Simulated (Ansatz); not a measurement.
Partial pair distribution functions of a relaxed model of amorphous Hf18O35F2, broadened by 0.06 Å; density 8.88 g/cm³. All values below come from PBE, scalar-relativistic without spin-orbit coupling (plane waves to 420 eV, PAW; Ansatz, a quantum-chemistry and plane-wave program).

The cell was made by melting and quenching with the CHGNet potential and then relaxed with DFT. O and F atoms were pushed apart under 1.9 Å during the dynamics, to hinder bonds among them. The hot cell started wider than the set density and was brought back towards it in steps. It is the lowest in DFT energy of 2 quenches. It is a model cell: composition and starting density were chosen by hand, and all elements were melted together. No dispersion term was used. Its density started from a set value of 8.88 and ended at 8.88 g/cm³. The quench (nominally 380 K/ps over its main leg) was far faster than any real one, so the model tends to hold more defects than a real film. One small periodic cell is one sample of the glass; other quenches scatter about these values. The volume was held where the preparation left it and the shape relaxed, at a PBE pressure of -2.0 GPa (tension). Stress components on the final sampling reach 2.2 GPa.

| r (Å) | g Hf-O | g Hf-F | g Hf-Hf | g O-O |
|---|---|---|---|---|
| 1.80 | 0.01 | 0.00 | 0.00 | 0.00 |
| 1.90 | 0.66 | 0.21 | 0.00 | 0.00 |
| 2.00 | 4.86 | 2.17 | 0.00 | 0.00 |
| 2.10 | 7.70 | 2.42 | 0.00 | 0.00 |
| 2.20 | 5.18 | 3.38 | 0.00 | 0.00 |
| 2.30 | 2.34 | 3.97 | 0.00 | 0.01 |
| 2.40 | 0.67 | 0.94 | 0.00 | 0.32 |
| 2.50 | 0.21 | 0.02 | 0.00 | 1.29 |
| 2.60 | 0.08 | 0.00 | 0.00 | 1.95 |
| 2.70 | 0.01 | 0.00 | 0.00 | 2.66 |
| 2.80 | 0.00 | 0.00 | 0.00 | 2.73 |
| 2.90 | 0.04 | 0.00 | 0.02 | 2.38 |
| 3.00 | 0.16 | 0.05 | 0.24 | 1.95 |
| 3.10 | 0.16 | 1.08 | 0.61 | 1.09 |
| 3.20 | 0.25 | 2.74 | 1.15 | 0.87 |
| 3.30 | 0.33 | 1.31 | 2.54 | 0.84 |
| 3.40 | 0.26 | 0.78 | 3.78 | 1.00 |
| 3.50 | 0.26 | 0.07 | 2.90 | 0.84 |
| 3.60 | 0.54 | 0.24 | 1.77 | 0.73 |
| 3.70 | 0.94 | 2.18 | 1.85 | 0.82 |
| 3.80 | 1.24 | 2.91 | 1.57 | 0.73 |
| 3.90 | 1.41 | 1.45 | 1.98 | 0.89 |
| 4.00 | 1.09 | 0.92 | 1.54 | 0.93 |
| 4.10 | 1.09 | 1.48 | 0.81 | 1.07 |
| 4.20 | 1.16 | 1.49 | 0.75 | 1.06 |
| 4.30 | 1.22 | 0.57 | 0.45 | 0.93 |

Within 2.66 Å each Hf has 6.11 O neighbours on average.
